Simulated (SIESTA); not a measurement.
A relaxation of cell and atoms of KMnF₃ (Pm-3m, 5 atoms in the cell) with SIESTA.

Level of theory: LDA PW92, numerical atomic orbitals DZP, PseudoDojo LDA standard norm-conserving potentials (rewritten from UPF to PSML) (SIESTA).

```yaml
crystal:
  lattice:
    - [4.18268, 0.00000, 0.00000]
    - [0.00000, 4.18268, 0.00000]
    - [0.00000, 0.00000, 4.18268]
  atoms:
    - { symbol: K, position: [0.50000, 0.50000, 0.50000] }
    - { symbol: Mn, position: [0.00000, 0.00000, 0.00000], spin: 4.0 }
    - { symbol: F, position: [0.50000, 0.00000, 0.00000] }
    - { symbol: F, position: [0.00000, 0.50000, 0.00000] }
    - { symbol: F, position: [0.00000, 0.00000, 0.50000] }
```
(The spins are starting values, not results.)

Reference input (self-consistent single point, DFT, LDA PW92, numerical atomic orbitals DZP, PseudoDojo LDA standard norm-conserving potentials (rewritten from UPF to PSML)): XC.functional = LDA; XC.authors = PW92; potentials = PseudoDojo LDA standard; PAO.BasisSize = DZP; PAO.EnergyShift = 0.005 Ry; MeshCutoff = 350 Ry; kgrid.MonkhorstPack = 4 4 4; OccupationFunction = FD; ElectronicTemperature = 0.02 eV; Spin = polarized; DM.InitSpin = [1 +0.00, 2 +4.00, 3 +0.00, 4 +0.00, 5 +0.00]; MaxSCFIterations = 150. This run's input differs from it in these lines:

```diff
@@ -53,2 +53,7 @@
 Diag.ParallelOverK           true
+MD.TypeOfRun                 CG
+MD.Steps                     40
+MD.MaxForceTol               0.02 eV/Ang
+MD.VariableCell              true
+MD.MaxStressTol              0.05 GPa
 WriteForces                  true
```

The program printed (abridged):

```
        iscf     Eharris(eV)        E_KS(eV)     FreeEng(eV)     dDmax    Ef(eV) dHmax(eV)
   scf:    1    -5778.882074    -5781.141853    -5781.144898  0.805520 -2.829892  9.590852
     spin moment: {S} , |S| = {        0.0        0.0    4.96764 }     4.96764
   scf:    2    -5784.577615    -5782.982786    -5782.984417  0.089474 -3.366414  6.143491
     spin moment: {S} , |S| = {        0.0        0.0    4.96877 }     4.96877
   scf:    3    -5785.201467    -5784.440210    -5784.440210  0.157051 -4.031070  1.107783
     spin moment: {S} , |S| = {        0.0        0.0    5.00000 }     5.00000
   [... lines left out ...]
     spin moment: {S} , |S| = {        0.0        0.0    5.00000 }     5.00000
   scf:   11    -5784.490019    -5784.490019    -5784.490019  0.000287 -4.190695  0.001995
     spin moment: {S} , |S| = {        0.0        0.0    5.00000 }     5.00000
   scf:   12    -5784.490019    -5784.490019    -5784.490019  0.000105 -4.191756  0.000343
     spin moment: {S} , |S| = {        0.0        0.0    5.00000 }     5.00000
   scf:   13    -5784.490019    -5784.490019    -5784.490019  0.000007 -4.191723  0.000160
     spin moment: {S} , |S| = {        0.0        0.0    5.00000 }     5.00000
SCF Convergence by DM+H criterion
max |DM_out - DM_in|         :     0.0000067002
max |H_out - H_in|      (eV) :     0.0001601901
SCF cycle converged after 13 iterations

Using DM_out to compute the final energy and forces

siesta: E_KS(eV) =            -5784.4900

siesta: E_KS - E_eggbox =     -5784.4900

siesta: Atomic forces (eV/Ang):
     1    0.000000    0.000000    0.000000
     2   -0.000000   -0.000000   -0.000000
     3    0.000000   -0.000000   -0.000000
     4   -0.000000    0.000000   -0.000000
     5   -0.000000   -0.000000    0.000000
   Tot    0.000000    0.000000    0.000000
   Max    0.000000
   Res    0.000000    sqrt( Sum f_i^2 / 3N )
   Max    0.000000    constrained

Stress tensor Voigt[x,y,z,yz,xz,xy] (kbar):       52.77       52.77       52.77       -0.00       -0.00       -0.00
   [... lines left out ...]
siesta: Pressure (static):        -52.76589117  kBar
siesta: Pressure (total):        -52.76589117  kBar
No target stress found, assuming hydrostatic MD.TargetPressure.
Target stress (kBar)
outcell: Cell volume (Ang**3)        :     68.3420
        iscf     Eharris(eV)        E_KS(eV)     FreeEng(eV)     dDmax    Ef(eV) dHmax(eV)
siesta: Pressure (static):         -0.05586029  kBar
siesta: Pressure (total):         -0.05586029  kBar
outcell: Cell volume (Ang**3)        :     68.3420
siesta: FreeEng =     -5784.575027
   [... lines left out ...]
              0.001   0.001   0.002   0.001   0.001

mulliken: Qtot =       20.000

Mulliken Atomic Populations:
Atom #   charge [q] valence [e]      Sz [e]  Species
     1     0.647615    8.352385   -0.014793  K
     2     0.794966   14.205034    4.798869  Mn
     3    -0.480860    7.480860    0.071975  F
     4    -0.480860    7.480860    0.071975  F
     5    -0.480860    7.480860    0.071975  F
 Total    -0.000000                5.000000
```

The run converged. 

Summary of the result:
| Property | Result |
|---|---|
| Free energy E − TS | -5784.5750 eV |
| Top of the valence band (on the code's own zero) | -4.27 eV |
| Gap on the k-point mesh | 0.83 eV |
| Pressure | -0.01 GPa |
| Size of the cell's spin moment | 5.00 μB |
| Site moments (μB, in the program's spheres or projections) | K -0.01, Mn 4.80, F 0.07, F 0.07, F 0.07 |
| Final cell | a = b = c = 4.0885 Å, α = β = γ = 90.00° |
| Final volume per atom | 13.67 Å³ |
| Relaxation steps | 6 |

The starting cell comes from a database of computed structures (which also holds hypothetical and non-ambient phases and stackings), without a prior relaxation at this level. With one magnetic atom in the cell only a parallel order is possible. Values carry the incompleteness of an atom-centred basis. The basis of the alkali or alkaline-earth atoms may lack their empty d shell, which can raise the gap.

Cost on one core of a shared machine: roughly 2 min.
